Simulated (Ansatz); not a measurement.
**Sn: stress against strain**

Sn (diamond, Fd-3m, 33.925 Å³/atom at rest, cube axes along x, y and z) under a strain ε along a cube axis (axis z), the other axes held. LDA in Ansatz, a plane-wave DFT program (PAW, default set), 420 eV, 16×16×16 Γ-centred mesh, Fermi-Dirac smearing 0.10 eV; ions are relaxed within the symmetry of each cell. Stress is positive for a compressed cell.

Here s stands for strain and y for stress zz.

| strain (%) | stress zz (GPa) |
|---|---|
| -1.50 | 1.01 |
| -1.00 | 0.66 |
| -0.50 | 0.33 |
| 0.00 | -0.01 |
| 0.50 | -0.34 |
| 1.00 | -0.66 |
| 1.50 | -0.98 |
| 3.00 | ? |

Q: Using a straight line, estimate the missing y at s = 3.00 from the other rows, showing the fit.

A: Means: s 0, y 0.001. About the means, the sum of products is -4.6400 and the sum of squares of s is 7.0000; the slope is their ratio. Least squares gives y = 0.001 - 0.6629·s. Residuals (row less fit): 0.015, -0.004, -0.002, -0.011, -0.010, 0.002, 0.013; standard error 0.011 (degrees of freedom: 5). The slope gives the elastic constant C11 = 66 ± 0.4 GPa. At the withheld row, y = 0.001 - 0.6629 × 3.0 = -1.988 GPa. The calculation gives -1.90 GPa, 0.088 GPa above the prediction (3.0 % of the range of y in the table). The row lies outside the fitted rows, so this is an extrapolation. From the scatter of the fitted rows alone, a prediction at this place has a standard error of 0.017 GPa, so the miss is 5.2 times that.

One order more, fitted to all 13 runs of the series, follows each within 0.01, so the miss is the next term of a smooth law. This level leaves no gap over 0.05 eV at strain -1.50, -1.00, -0.50, 0.00, 0.50, 1.00, 1.50, 3.00, where the mesh may be coarse. Sn is here grey tin, stable below 13 °C. Rows are the converged runs of the series near zero and its far end; series whose fitted rows scatter by over a few per cent of the range, as at a crossing or softening among them, aren't shown in this form. Most that stay on the fit to the last digits aren't either.
